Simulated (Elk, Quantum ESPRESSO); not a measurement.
A Quantum ESPRESSO input for a self-consistent single point of CuNi3N (Pm-3m, 5 atoms in the cell) (DFT, LDA (PZ), plane waves, PSlibrary PAW (LDA) pseudopotentials):

```fortran
&control
   calculation = 'scf'
   prefix = 'run'
   outdir = './tmp/'
   pseudo_dir = './'
   tprnfor = .true.
   tstress = .true.
/
&system
   ibrav = 0
   nat = 5
   ntyp = 3
   ecutwfc = 55
   ecutrho = 385
   occupations = 'smearing'
   smearing = 'fd'
   degauss = 0.0073499
   nspin = 2
   starting_magnetization(2) = 0.200
/
&electrons
   conv_thr = 1e-10
   mixing_beta = 0.3
/
ATOMIC_SPECIES
Cu    63.5460  Cu.pz-dn-kjpaw_psl.1.0.0.UPF
Ni    58.6934  Ni.pz-n-kjpaw_psl.1.0.0.UPF
N     14.0070  N.pz-n-kjpaw_psl.1.0.0.UPF
ATOMIC_POSITIONS alat
Cu    0.0000000000    0.0000000000    0.0000000000
Ni    0.0000000000    0.5000000000    0.5000000000
Ni    0.5000000000    0.0000000000    0.5000000000
Ni    0.5000000000    0.5000000000    0.0000000000
N     0.5000000000    0.5000000000    0.5000000000
K_POINTS automatic
9 9 9  0 0 0
CELL_PARAMETERS angstrom
   3.7021300000     0.0000000000     0.0000000000
   0.0000000000     3.7021300000     0.0000000000
   0.0000000000     0.0000000000     3.7021300000
```

Q: Translate this input to Elk.

A: This is the input that was run; spellings and numerical settings could be chosen otherwise.

```
tasks
  0

xctype
  3

spinpol
  .true.

reducebf
  0.5

rgkmax
  8.0

gmaxvr
  16.0

nxlo
  2

lorbcnd
  .true.

lmaxi
  2

nempty
  8

stype
  3

swidth
  0.00367493

scale
  1.889726125

avec
    3.7021300000    0.0000000000    0.0000000000
    0.0000000000    3.7021300000    0.0000000000
    0.0000000000    0.0000000000    3.7021300000

atoms
  3   : nspecies
  'Cu.in'   : spfname
  1   : natoms; atposl, bfcmt below
  0.0000000000  0.0000000000  0.0000000000    0.0 0.0 0.0
  'Ni.in'   : spfname
  3   : natoms; atposl, bfcmt below
  0.0000000000  0.5000000000  0.5000000000    0.0 0.0 -0.5
  0.5000000000  0.0000000000  0.5000000000    0.0 0.0 -0.5
  0.5000000000  0.5000000000  0.0000000000    0.0 0.0 -0.5
  'N.in'   : spfname
  1   : natoms; atposl, bfcmt below
  0.5000000000  0.5000000000  0.5000000000    0.0 0.0 0.0

ngridk
  9 9 9
```

Basis, cutoffs, solver keys and any potentials are the target program's own. This input uses DFT, LDA (PW92), all-electron FP-LAPW, Elk's shipped species files, APW+lo basis with extra local orbitals. LDA parametrisations can differ slightly between programs. Both were run: size of the net moment 0.00 μB/atom in Quantum ESPRESSO and 0.00 in Elk.

On Elk: the starting cell comes from a database of computed structures (which also holds hypothetical and non-ambient phases and stackings), without a prior relaxation at this level. The starting moments vanished: the run ended non-magnetic, which need not be the lowest state. Values depend on the basis (sphere radii, cutoffs, local orbitals), which need not be converged.

On Quantum ESPRESSO: the starting cell comes from a database of computed structures (which also holds hypothetical and non-ambient phases and stackings), without a prior relaxation at this level. The starting moments vanished: the run ended non-magnetic, which need not be the lowest state. With a pressure of about -9 GPa the cell is away from its equilibrium volume at this level.
